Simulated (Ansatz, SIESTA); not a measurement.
Code comparison for Hf₄AlSi (I422, 6 atoms in the cell)

Self-consistent single point.

```xyz
6
Lattice="-3.3295 3.3295 2.6073 3.3295 -3.3295 2.6073 3.3295 3.3295 -2.6073" Properties=species:S:1:pos:R:3 pbc="T T T"
Hf     4.3560     1.0264     1.3037
Hf    -1.0264     4.3560     1.3037
Hf     2.3031    -1.0264     1.3037
Hf     1.0264     2.3031     1.3037
Al     0.0000     0.0000     2.6073
Si     0.0000     0.0000     0.0000
```

Shared settings, as Ansatz (an electronic-structure program) writes them: kpoints.mp_grid.grid = 6 6 6; magnetization.spin_orbit = true; scf.occupations.method = gaussian; scf.occupations.width = 0.1 eV. Potentials and cutoffs stand in the table.

| code | model | pressure (GPa) | largest force (eV/Å) | cutoff |
|---|---|---|---|---|
| Ansatz | PBEsol with spin-orbit coupling, PAW files made with PBE | -2.51 | 0.003 | default |
| SIESTA | GGA PBEsol with spin-orbit coupling, numerical atomic orbitals DZP, PseudoDojo PBEsol fully relativistic norm-conserving potentials (rewritten from UPF to PSML) | – | 0.097 | grid 300 Ry |

A dash marks a value that a program does not give, or that is left out as unsure.

The spread over the programs that give each value: largest force within 0.094 eV/Å.

SIESTA uses small atom-centred bases, whose incompleteness enters pressures, forces and empty levels differently from a plane-wave cutoff.

The starting cell comes from a database of computed structures (which also holds hypothetical and non-ambient phases and stackings), without a prior relaxation at this level.

Left out of this page: Elk (not drawn, or without a comparable value).

Keys are those of Ansatz 0.2.
